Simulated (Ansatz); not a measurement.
Consider LiCl in the rock salt structure (space group Fm-3m, No. 225; a = 5.1504 Å).

All numbers come from PBE (Ansatz, a quantum-chemistry and plane-wave program, PAW, no SOC).

For the base:

Valley order: Γ 6.26 eV; L along ⟨111⟩ 6.73 eV; X along ⟨100⟩ 7.80 eV

Now apply this change: the cell is scaled by 0.9750 in all directions, atoms relaxed at fixed cell.

How does this affect the valley order?

The valley order (the lowest conduction-band minima on the path, energy above the VBM, named in the base's zone) goes from Γ 6.26 eV; L along ⟨111⟩ 6.73 eV; X along ⟨100⟩ 7.80 eV to Γ 6.71 eV; L along ⟨111⟩ 6.80 eV; X along ⟨100⟩ 7.96 eV.

What does the calculation give for the mean gap deformation potential ΔEg/Δln V after the change?

The mean gap deformation potential ΔEg/Δln V is -6.0 eV.

The cells carry an imposed strain or load. No phonon test of stability was made.
